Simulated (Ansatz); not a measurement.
# Ansatz run on NaSn4P3O12 (R3c, 40 atoms in the cell): self-consistent single point

Method of the run: PBEsol, default PAW files made with PBE (plane waves; Ansatz, a program for electronic structure).

Input:

Ansatz 0.2 input:
```yaml
# NaSn4(PO4)3
crystal:
  lattice:
    - [4.929200, 2.845875, 8.295947]
    - [-4.929200, 2.845875, 8.295947]
    - [0.000000, -5.691750, 8.295947]
  atoms:
    - { symbol: Na, position: [0.661300, 0.661300, 0.661300] }
    - { symbol: Na, position: [0.161300, 0.161300, 0.161300] }
    - { symbol: Sn, position: [0.743430, 0.208860, 0.875280] }
    - { symbol: Sn, position: [0.875280, 0.743430, 0.208860] }
    - { symbol: Sn, position: [0.208860, 0.875280, 0.743430] }
    - { symbol: Sn, position: [0.375280, 0.708860, 0.243430] }
    - { symbol: Sn, position: [0.708860, 0.243430, 0.375280] }
    - { symbol: Sn, position: [0.243430, 0.375280, 0.708860] }
    - { symbol: Sn, position: [0.310427, 0.310427, 0.310427] }
    - { symbol: Sn, position: [0.810427, 0.810427, 0.810427] }
    - { symbol: P, position: [0.909760, 0.349290, 0.449600] }
    - { symbol: P, position: [0.449600, 0.909760, 0.349290] }
    - { symbol: P, position: [0.349290, 0.449600, 0.909760] }
    - { symbol: P, position: [0.949600, 0.849290, 0.409760] }
    - { symbol: P, position: [0.849290, 0.409760, 0.949600] }
    - { symbol: P, position: [0.409760, 0.949600, 0.849290] }
    - { symbol: O, position: [0.765870, 0.295620, 0.118710] }
    - { symbol: O, position: [0.118710, 0.765870, 0.295620] }
    - { symbol: O, position: [0.295620, 0.118710, 0.765870] }
    - { symbol: O, position: [0.618710, 0.795620, 0.265870] }
    - { symbol: O, position: [0.795620, 0.265870, 0.618710] }
    - { symbol: O, position: [0.265870, 0.618710, 0.795620] }
    - { symbol: O, position: [0.379000, 0.809550, 0.854640] }
    - { symbol: O, position: [0.854640, 0.379000, 0.809550] }
    - { symbol: O, position: [0.809550, 0.854640, 0.379000] }
    - { symbol: O, position: [0.354640, 0.309550, 0.879000] }
    - { symbol: O, position: [0.309550, 0.879000, 0.354640] }
    - { symbol: O, position: [0.879000, 0.354640, 0.309550] }
    - { symbol: O, position: [0.244140, 0.436020, 0.094040] }
    - { symbol: O, position: [0.094040, 0.244140, 0.436020] }
    - { symbol: O, position: [0.436020, 0.094040, 0.244140] }
    - { symbol: O, position: [0.594040, 0.936020, 0.744140] }
    - { symbol: O, position: [0.936020, 0.744140, 0.594040] }
    - { symbol: O, position: [0.744140, 0.594040, 0.936020] }
    - { symbol: O, position: [0.931300, 0.028510, 0.369400] }
    - { symbol: O, position: [0.369400, 0.931300, 0.028510] }
    - { symbol: O, position: [0.028510, 0.369400, 0.931300] }
    - { symbol: O, position: [0.869400, 0.528510, 0.431300] }
    - { symbol: O, position: [0.528510, 0.431300, 0.869400] }
    - { symbol: O, position: [0.431300, 0.869400, 0.528510] }
basis:
  ecutwfc: 420.0
kpoints:
  mp_grid: { grid: [3, 3, 3] }
hamiltonian:
  xc: pbesol
  pseudopotentials: { kind: paw }
scf:
  occupations: { method: gaussian, width: 0.05 }
output:
  forces: true
  eigenvalues: true
  stress: true
```

Output, abridged:

```
WARN ansatz: RAYON_NUM_THREADS=1 ignored (pool sized by the plan → 1); use --threads N
Pseudopotentials: kind: paw
Pseudopotential: Na, paw, valence charge 9
Pseudopotential: Sn, paw, valence charge 14
Pseudopotential: P, paw, valence charge 5
Pseudopotential: O, paw, valence charge 6
Crystal: 40 atoms, lattice volume = 698.248 Å³
Basis set: ecut = 420 eV, 13677 PW (Γ), exchange–correlation on 144×144×144 points (8 copies of the dense FFT grid, shifted against one another)
Bands: 192, of which v1, the nominal top of the filled ones, is band 152 counted from 1 (151 counted from 0)
Symmetry: 6 space group operations
Space group: R3c (ITA 161), of the structure as read, at distance tolerance 8.9e-5 Å
k-points: 6 of 27 (time reversal used)
PAW frozen core: Na, regenerated for the run's functional, and the local potential with it
PAW frozen core: Sn, regenerated for the run's functional, and the local potential with it
PAW frozen core: P, regenerated for the run's functional, and the local potential with it
PAW frozen core: O, regenerated for the run's functional, and the local potential with it
Initial density: superposition of atomic densities (neutral atoms: chi_scale 0, normalization atom), corrected by the library's trained network
Initial wavefunctions: pseudopotential atomic-orbital guess
Eigensolver: davidson
Functional: x = pbesol(κ = 0.804, μ = 0.12345679012345678), c = pbesol(β = 0.046)
SCF iter   1: F=—  HF=-68467.510759 eV  |F-HF|=—  |Δ(HF+E_count)|=         —  Δρ=1.03e-2  dr2=5.60e-1  ethr=1.77e-3  ⟨swp⟩=6.0  Hψ=5367  notcnv=0  defer=118
all-band conjugate gradients solve this SCF's bands
preconditioner: auto → Resta (q_TF=auto, 2.375 Å⁻¹)
SCF iter   2: F=—  HF=-68467.366850 eV  |F-HF|=—  |Δ(HF+E_count)|=   1.44e-1  Δρ=2.19e-3  dr2=2.77e-2  ethr=1.84e-4  ⟨swp⟩=2.0  Hψ=1839  notcnv=0  defer=206
SCF iter   3: F=—  HF=-68467.363674 eV  |F-HF|=—  |Δ(HF+E_count)|=   3.18e-3  Δρ=8.11e-4  dr2=4.63e-3  ethr=9.11e-6  ⟨swp⟩=3.0  Hψ=1512  notcnv=0  defer=206
SCF iter   4: F=—  HF=-68467.365330 eV  |F-HF|=—  |Δ(HF+E_count)|=   1.66e-3  Δρ=2.55e-4  dr2=4.43e-4  ethr=1.52e-6  ⟨swp⟩=2.2  Hψ=1709  notcnv=0  defer=206
SCF iter   5: F=—  HF=-68467.365610 eV  |F-HF|=—  |Δ(HF+E_count)|=   2.80e-4  Δρ=1.65e-4  dr2=1.66e-4  ethr=1.46e-7  ⟨swp⟩=3.0  Hψ=1724  notcnv=0  defer=206
SCF iter   6: F=—  HF=-68467.365607 eV  |F-HF|=—  |Δ(HF+E_count)|=   2.95e-6  Δρ=3.29e-5  dr2=8.35e-6  ethr=5.47e-8  ⟨swp⟩=2.7  Hψ=1521  notcnv=0  defer=206
SCF iter   7: F=—  HF=-68467.365863 eV  |F-HF|=—  |Δ(HF+E_count)|=   2.56e-4  Δρ=1.01e-5  dr2=1.00e-6  ethr=2.75e-9  ⟨swp⟩=3.5  Hψ=2195  notcnv=0  defer=206
SCF iter   8: F=—  HF=-68467.365865 eV  |F-HF|=—  |Δ(HF+E_count)|=   1.97e-6  Δρ=4.12e-6  dr2=1.46e-7  ethr=3.30e-10  ⟨swp⟩=2.5  Hψ=1811  notcnv=0  defer=206
SCF iter   9: F=-68467.365865 eV  HF=-68467.365865 eV  |F-HF|=1.81e-8  |Δ(HF+E_count)|=   2.34e-7  Δρ=3.48e-6  dr2=7.50e-8  ethr=3.29e-11  ⟨swp⟩=19.8  Hψ=7348  notcnv=0
SCF 1 converged in 9 iterations: F = -68467.365865 eV  dr2 = 7.50e-8
SCF converged after 9 iterations
Free energy (F): -68467.365865 eV
Harris-Foulkes:  -68467.365865 eV  (|F-HF|=1.81e-8)
Internal energy: -68467.365865 eV  (E = F + TS)
E sigma→0 (E₀):  -68467.365865 eV
Fermi energy:    5.512934 eV
--- Per-component energies (eV) ---
  E_band       = -2379.629143
  E_kinetic    = 6422.482781
  E_local      = -25177.806789  (includes V_loc(G=0)·N_el)
  E_nonlocal   = 1330.498959
  E_hartree    = 11171.730864
  E_xc         = -5233.976198
  E_vxc        = -3490.792753  (∫ρ·V_xc dr)
  E_paw        = -40004.149056  (= ΣΔE_a)
  E_vpaw       = -3807.530016  (= ΣTr[D̂ρ^β])
  E_aug_tail   = 0.059287  (compensation charges beyond the density's cutoff)
  E_ewald      = -16979.717306
  E_core_change = 3.511592  (= ΣΔE_core)
  E_smearing   = -0.000000  (= −TS)
  E_closure    = 0.000000  (closes the sum)
  Σ components = -68467.365865   (vs F -68467.365865, Δ=0.00e0)
--- Forces (eV/Å), atoms counted from 1 ---
  atom   1  Na    -0.00000000    -0.00000000     0.00481783
  atom   2  Na     0.00000000    -0.00000000     0.00481783
  atom   3  Sn    -0.30780259     0.30822609     0.09789721
  atom   4  Sn    -0.11303033    -0.42067791     0.09789721
  atom   5  Sn     0.42083292     0.11245182     0.09789721
  atom   6  Sn    -0.42083292     0.11245182     0.09789721
   [... 29 lines left out ...]
  atom  36  O      0.11218427    -0.06684265    -0.09064153
  atom  37  O      0.00179530     0.13057575    -0.09064153
  atom  38  O     -0.00179530     0.13057575    -0.09064153
  atom  39  O      0.11397957    -0.06373310    -0.09064153
  atom  40  O     -0.11218427    -0.06684265    -0.09064153
  max |Σ_I F_I| component: 1.61e-4 eV/Å
--- Stress (GPa, compression-positive) ---
       -2.454507       0.000000      -0.000000
        0.000000      -2.454507       0.000000
        0.000000       0.000000      -2.587560
  P = ⅓ Tr σ = -2.4989 GPa (-24.989 kbar)
  The stress holds the Pulay correction. Without it, at fixed plane waves, as pw.x and ABINIT print it: P = -2.9788 GPa
--- Band table (eV; the first three rows and the last of 6) ---
  k-point 0: bands = ["-45.5741", "-45.5741", "-17.6864", "-17.6797", "-17.6603", "-17.6603", "-17.6496", "-17.6496", "-17.0809", "-17.0809", "-17.0399", "-17.0399", "-17.0293", "-16.9544", "-16.4472", "-16.4472", "-16.4357", "-16.4357", "-16.3843", [...]
  k-point 1: bands = ["-45.5741", "-45.5741", "-17.6847", "-17.6814", "-17.6577", "-17.6577", "-17.6522", "-17.6522", "-17.0718", "-17.0695", "-17.0511", "-17.0443", "-17.0215", "-16.9807", "-16.4449", "-16.4397", "-16.4315", "-16.4306", "-16.3798", [...]
  k-point 2: bands = ["-45.5741", "-45.5741", "-17.6850", "-17.6817", "-17.6603", "-17.6547", "-17.6546", "-17.6496", "-17.0816", "-17.0546", "-17.0462", "-17.0402", "-17.0322", "-16.9876", "-16.4464", "-16.4371", "-16.4366", "-16.4314", "-16.3795", [...]
  k-point 5: bands = ["-45.5741", "-45.5741", "-17.6834", "-17.6834", "-17.6578", "-17.6571", "-17.6526", "-17.6518", "-17.0721", "-17.0646", "-17.0513", "-17.0370", "-17.0138", "-17.0068", "-16.4444", "-16.4404", "-16.4377", "-16.4328", "-16.3751", [...]
```

The run converged in 9 iterations.

The starting cell comes from a database of computed structures (which also holds hypothetical and non-ambient phases and stackings), without a prior relaxation at this level. Ansatz's pressure includes its estimate of the finite-basis (Pulay) stress.

Cost on one core of a shared machine: roughly 2 min.
